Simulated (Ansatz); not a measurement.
Start from NiSi$_{2}$ (space group Fm-3m, No. 225; a = 5.445 Å; not spin-polarised; relaxed with 0.1 eV smearing).

All numbers come from PBE (Ansatz, a program for electronic structure), no spin-orbit coupling, earlier PAW set.

Before the change:

| Quantity | Value |
|---|---|
| Pressure | 0.0 GPa |
| Band gap | zero |

Perturbation: the cell is scaled by 1.0118 in all directions; the atoms relax in the strained cell.

Problem. How does this affect the energy relative to the base, pressure and band gap?

Solution. The energy goes up by 7.3 meV/atom; the pressure goes from zero to -4.7 GPa; the band gap is still zero.

Whether these cells are dynamically stable was not tested. Starting moments died away, wholly or in part, for the base; another magnetic solution may exist. The final runs are not spin-polarised.
